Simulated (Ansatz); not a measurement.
**Pd, response to strain**

Base system: Pd in the fcc (Cu type) structure (space group Fm-3m, No. 225; a = 3.945 Å; relaxed with 0.1 eV smearing).

Strains are applied to the cell and any free atomic positions relax.

Method: PBE (Ansatz, a program for electronic structure; PAW; 420 eV plane waves; no spin-orbit coupling), earlier PAW set.

Notes on the quantities. energy relative to the base: free energy F.

```csv
isotropic strain (%),energy relative to the base (meV/atom)
-5.7,304.6
-2.55,?
0,0.0
2.93,54.1
3.16,62.3
```

Task: Fit ΔE = Aε² + Bε³ (ε in %) to the rows shown and predict the withheld row.

Result: Least squares on the printed values gives A = 7.35 and B = -0.35 meV/atom (largest residual 0.1 meV/atom); this predicts 53.7 meV/atom, and the run gives 52.5 meV/atom, 1.2 lower.

No phonon test of stability was made. The final runs are not spin-polarised. Pd lies near a magnetic instability that expansion can trigger; it was not tested.
